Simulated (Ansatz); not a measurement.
Data:

End structure of the (221) surface of fcc Pd in its 1x1 cell, outermost plane spacing 0.66 Å in the ideal cut:

```yaml
crystal:
  lattice:
    - [2.78861, 0.00000, 0.00000]
    - [0.00000, 8.36583, 0.00000]
    - [0.00000, 0.00000, 26.00000]
  atoms:
    - { symbol: Pd, position: [0.50000, 0.71125, 0.31470] }
    - { symbol: Pd, position: [0.00000, 0.43817, 0.33701] }
    - { symbol: Pd, position: [0.50000, 0.16695, 0.36030] }
    - { symbol: Pd, position: [0.00000, 0.89418, 0.38385] }
    - { symbol: Pd, position: [0.50000, 0.61233, 0.41300] }
    - { symbol: Pd, position: [0.00000, 0.33149, 0.43754] }
    - { symbol: Pd, position: [0.50000, 0.05422, 0.46163] }
    - { symbol: Pd, position: [0.00000, 0.77863, 0.48745] }
    - { symbol: Pd, position: [0.50000, 0.49915, 0.51255] }
    - { symbol: Pd, position: [0.00000, 0.22356, 0.53837] }
    - { symbol: Pd, position: [0.50000, 0.94629, 0.56246] }
    - { symbol: Pd, position: [0.00000, 0.66545, 0.58700] }
    - { symbol: Pd, position: [0.50000, 0.38359, 0.61615] }
    - { symbol: Pd, position: [0.00000, 0.11083, 0.63970] }
    - { symbol: Pd, position: [0.50000, 0.83961, 0.66299] }
    - { symbol: Pd, position: [0.00000, 0.56653, 0.68530] }
```

Slab: 16 atoms, 9.9 Å thick at the start (thin: gaps and levels are the slab's own); k 13x5x1, smearing 0.1 eV, dipole-corrected; single point; on the structure that PBE left under its start's symmetry; no spin, no spin-orbit, no U.

Predict the surface energy (mean of both faces) from r2SCAN, at the PBE geometry in Ansatz (an electronic-structure program).

1.71 J/m^2

What work function of the top face does r2SCAN, at the PBE geometry give?

4.95 eV
